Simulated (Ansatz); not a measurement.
**Hypothetical diamond Ir under a change: pressure −1 GPa**

Take Ir in the diamond structure (space group Fd-3m, No. 227; a = 5.506 Å; a hypothetical phase, not in the database extracts checked) as the base.

Now apply this change: hydrostatic tension (pressure −1 GPa).

Method: PBEsol, PAW, 420 eV (Ansatz, an electronic-structure program; no SOC). Γ-centred 15×15×15 mesh, Fermi–Dirac width 0.05 eV.

The volume per atom goes up by 0.10 Å³ (20.87 Å³ → 20.97 Å³) and the density shrinks by 0.08 g/cm³ to 15.22 g/cm³. The lattice parameter a increases by 0.009 Å (5.506 Å → 5.515 Å) and the band gap is still zero.

Load acts through the strain it causes; cell and atoms are relaxed under it. Whether these cells are dynamically stable was not tested. The final runs are not spin-polarised.
